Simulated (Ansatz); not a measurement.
**Several settings converged on VMo (Cmm2, 2 atoms in the cell)**

```
VMo
1.0
    1.52959    -2.21291     0.00000
    1.52959     2.21291     0.00000
    0.00000     0.00000     4.20786
V Mo
1 1
Direct
  0.50000   0.50000   0.51188
  0.00000   0.00000   0.00000
```

Base method: LDA (PW92), default PAW files made with PBE (plane waves; Ansatz, a program for electronic structure).

Base settings: basis.ecutwfc = 420 eV; kpoints.mp_grid.grid = 13 13 8; hamiltonian.xc = lda; hamiltonian.pseudopotentials = {kind: paw} (the program's default PAW files); scf.occupations.method = gaussian; scf.occupations.width = 0.1 eV.

The count of work is k-points × plane waves × bands × iterations; it is no time. Core times come from one kind of shared machine, to one figure; runs under 30 s give none.

**The width of Fermi-Dirac smearing**

In this ladder: kpoints.mp_grid.grid = 21 21 13; scf.occupations.method = fermi_dirac.

Narrow widths need finer meshes than wide ones, so the last steps can hold mesh noise.

Only quantities that move along the ladder and can be compared are tabulated; pressure and forces are left out, as mesh noise rules them at narrow widths.

```tsv
scf.occupations.width	free energy less the last step's (meV/atom)	energy extrapolated to zero width less the last step's (meV/atom)
1 eV	-1736.60	77.32
0.5 eV	-381.77	39.54
0.3 eV	-124.35	6.98
0.2 eV	-51.77	1.46
0.1 eV	-10.03	0.44
0.05 eV	0.00	0.00
```

Widest scf.occupations.width that holds the free energy within 5 meV/atom: not settled: the last two steps still differ by 10 meV/atom, over half the tolerance, so the ladder does not show it.

Widest scf.occupations.width that holds the energy extrapolated to zero width within 2 meV/atom of the last step, with all finer ones: 0.2 eV; the step before is off by 7.0 meV/atom.

The extrapolation to zero width removes most of the smearing's effect on the energy.

**The width of Methfessel-Paxton smearing**

In this ladder: kpoints.mp_grid.grid = 21 21 13; scf.occupations.method = methfessel_paxton.

Narrow widths need finer meshes than wide ones, so the last steps can hold mesh noise.

Only quantities that move along the ladder and can be compared are tabulated; pressure and forces are left out, as mesh noise rules them at narrow widths.

| scf.occupations.width | free energy less the last step's (meV/atom) |
|---|---|
| 0.5 eV | 2.63 |
| 0.3 eV | 1.27 |
| 0.2 eV | 0.57 |
| 0.1 eV | 0.09 |
| 0.05 eV | 0.00 |

Widest scf.occupations.width that holds the free energy within 1 meV/atom of the last step, with all finer ones: 0.2 eV; the step before is off by 1.3 meV/atom.

**The mesh under tetrahedron occupations**

In this ladder: scf.occupations.method = tetrahedron; scf.occupations.width = default.

Only quantities that move along the ladder and can be compared are tabulated.

```tsv
kpoints.mp_grid.grid	free energy less the last step's (meV/atom)	pressure (GPa)	largest difference of a force vector from the last step's (eV/Å)	count of work / last	core time / last (rough)
5 5 3	-10.75	-8.18	0.091	0.0079	–
7 7 4	-10.98	-7.45	0.032	0.020	–
8 8 5	5.16	-7.26	0.010	0.026	–
10 10 6	-5.50	-7.60	0.021	0.051	–
13 13 8	1.09	-7.55	0.005	0.10	–
16 16 10	-0.08	-7.61	0.004	0.18	–
20 20 12	-0.19	-7.66	0.001	0.32	0.3
24 24 15	-0.05	-7.67	0.001	0.52	0.5
30 30 18	0.00	-7.67	0.000	1.0	1
```

Coarsest kpoints.mp_grid.grid that holds the free energy within 0.5 meV/atom of the last step, with all finer ones: 16 16 10, at 0.18 of the last step's count of work; the step before is off by 1.1 meV/atom.

Coarsest kpoints.mp_grid.grid that holds the pressure within 0.2 GPa of the last step, with all finer ones: 10 10 6, at 0.051 of the last step's count of work; the step before is off by 0.41 GPa.

Two neighbours can agree and both be off: 5 5 3 and 7 7 4 differ by 0.23 meV/atom in the free energy, yet lie about 11 meV/atom from the last step.

On the base run: the starting cell comes from a database of computed structures (which also holds hypothetical and non-ambient phases and stackings), without a prior relaxation at this level. Its lattice was rescaled by up to half a per cent. One atom was moved a little off its site on purpose. Spin polarisation is off. In the base run, with a pressure of about -7 GPa the cell is away from its equilibrium volume at this level. Ansatz's pressure includes its estimate of the finite-basis (Pulay) stress.

Left out of this page: 4 runs of the series outside the window shown, repeating another row's setting, or not comparable; 1 run of the series unsound by tests on forces, stress, charge or solver warnings.

Keys are those of Ansatz 0.2.
